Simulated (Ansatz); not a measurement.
# Pressure series in Cu2O

The parent structure is Cu₂O (space group Pn-3m, No. 224; a = 4.246 Å).

Cell and atoms are relaxed at each pressure.

Levels (all Ansatz, a first-principles code, PAW): r2SCAN (500 eV, no spin-orbit coupling); HSE06 (420 eV, no SOC).

Band gaps by level, all at the geometries relaxed with r2SCAN:

```json
[
 {"case": "base", "r2SCAN": "0.79 eV", "HSE06": "2.03 eV"},
 {"case": "pressure −1 GPa", "r2SCAN": "0.78 eV", "HSE06": "2.01 eV"},
 {"case": "pressure 4.2 GPa", "r2SCAN": "0.87 eV", "HSE06": "2.12 eV"},
 {"case": "pressure 9 GPa", "r2SCAN": "0.95 eV", "HSE06": "2.20 eV"},
 {"case": "pressure 18 GPa", "r2SCAN": "1.03 eV", "HSE06": "___"},
 {"case": "pressure 30 GPa", "r2SCAN": "0.80 eV", "HSE06": "1.74 eV"},
 {"case": "pressure 45 GPa", "r2SCAN": "0.57 eV", "HSE06": "___"},
 {"case": "pressure 60 GPa", "r2SCAN": "0.35 eV", "HSE06": "1.25 eV"}
]
```

Q: What belongs in the blanks?

A: 
- pressure 18 GPa, HSE06: 1.98 eV
- pressure 45 GPa, HSE06: 1.48 eV

Single points use the geometry relaxed with r2SCAN. Load acts through the strain it causes; cell and atoms are relaxed under it. Stability against distortions was not tested. No other phases were tried under pressure. No Hubbard U is applied. The final runs are not spin-polarised.
